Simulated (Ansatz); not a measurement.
A computed series for CoSi2: element substitutions

Start from CoSi₂ (space group Fm-3m, No. 225; a = 5.315 Å; non-magnetic).

Each row replaces one element on all its sites; cell and atoms are relaxed.

Computed with r2SCAN/PAW in Ansatz (a program for electronic structure), spin-orbit coupling left out, earlier PAW set.

Before the change:

The lattice parameter a is 5.315 Å.

**Question.** The aim is a lattice parameter a between 4.353 Å and 4.650 Å. Which of these changes reaches it?
A) Co → Hg
B) Si → C
C) Co → Ni
D) Co → Tl

**Answer.** B, Si → C. It gives 4.557 Å; Co → Tl gives 6.634 Å; Co → Ni gives 5.390 Å; Co → Hg gives 6.343 Å. Changes not listed may reach it too

Stability against distortions was not tested. As relaxed here, TlSi2, CoC2 and HgSi2 are hypothetical phases, not in the database extracts checked. Seeded moments were not kept for the base, Co → Ni and Si → C. All final runs are without spin polarisation. An odd electron count without spin: TlSi2, CoSi2 and CoC2.
